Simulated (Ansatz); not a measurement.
**Short convergence ladders for CaGa (Cmcm, 4 atoms in the cell)**

```
CELL_PARAMETERS angstrom
      2.11838    -5.64932     0.00000
      2.11838     5.64932     0.00000
      0.00000     0.00000     4.31520
ATOMIC_POSITIONS crystal
  Ca 0.35566 0.64434 0.75000
  Ca 0.64434 0.35566 0.25000
  Ga 0.06499 0.93501 0.75000
  Ga 0.93501 0.06499 0.25000
```

Base method: LDA (PW92), default PAW files made with PBE (plane waves; Ansatz, a quantum-chemistry and plane-wave program).

Base settings: basis.ecutwfc = 420 eV; kpoints.mp_grid.grid = 7 7 7; hamiltonian.xc = lda; hamiltonian.pseudopotentials = {kind: paw} (the program's default PAW files); scf.occupations.method = gaussian; scf.occupations.width = 0.1 eV.

Core times come from one kind of shared machine, to one figure; runs under 30 s give none.

**Zone-centre phonons against the cutoff**

In this ladder: phonons.method = dfpt.

The mesh stays at the base's, so the ladder's end is converged at best in this setting alone.

Frequencies are those of the unrelaxed cell, without the LO-TO term of polar crystals.

Only quantities that move along the ladder and can be compared are tabulated.

| basis.ecutwfc | highest zone-centre frequency (cm⁻¹) | lowest optical frequency (cm⁻¹) | core time / last (rough) |
|---|---|---|---|
| 210 eV | 232.2 | 107.2 | 0.3 |
| 250 eV | 190.8 | 101.6 | 0.3 |
| 295 eV | 202.3 | 103.3 | 0.4 |
| 355 eV | 202.8 | 105.5 | 0.4 |
| 420 eV | 202.4 | 105.6 | 0.6 |
| 630 eV | 202.4 | 105.6 | 1 |

Coarsest basis.ecutwfc that holds the highest zone-centre frequency within 1 cm⁻¹ of the last step, with all finer ones: 295 eV, at about 0.4 of the last step's time; the step before is off by 12 cm⁻¹.

Coarsest basis.ecutwfc that holds the lowest optical frequency within 1 cm⁻¹ of the last step, with all finer ones: 355 eV, at about 0.4 of the last step's time; the step before is off by 2.3 cm⁻¹.

**The force threshold of a relaxation**

On CaGa (Cm, 4 atoms in the cell): one atom moved by 0.15 angstrom.

In this ladder: relax = atoms.

The mesh stays at the base's, so the ladder's end is converged at best in this setting alone.

Only quantities that move along the ladder and can be compared are tabulated.

| relax.f_tol | free energy less the last step's (meV/atom) | largest force left (eV/Å) | relaxation steps | core time / last (rough) |
|---|---|---|---|---|
| 0.2 eV/Å | 0.26 | 0.0654 | 2 | 0.5 |
| 0.05 eV/Å | 0.00 | 0.0129 | 3 | 0.7 |
| 0.02 eV/Å | 0.01 | 0.0135 | 3 | 0.7 |
| 0.005 eV/Å | 0.00 | 0.0003 | 4 | 0.8 |
| 0.001 eV/Å | 0.00 | 0.0004 | 5 | 1 |

Coarsest relax.f_tol that holds the largest force left within 0.02 eV/Å of the last step, with all finer ones: 0.05 eV/Å; the step before is off by 0.065 eV/Å.

Coarsest relax.f_tol that holds the free energy within 0.2 meV/atom of the last step, with all finer ones: 0.05 eV/Å; the step before is off by 0.26 meV/atom.

On the base run: the starting cell comes from a database of computed structures (which also holds hypothetical and non-ambient phases and stackings), without a prior relaxation at this level. Its lattice was rescaled by up to half a per cent.

Keys are those of Ansatz 0.2.
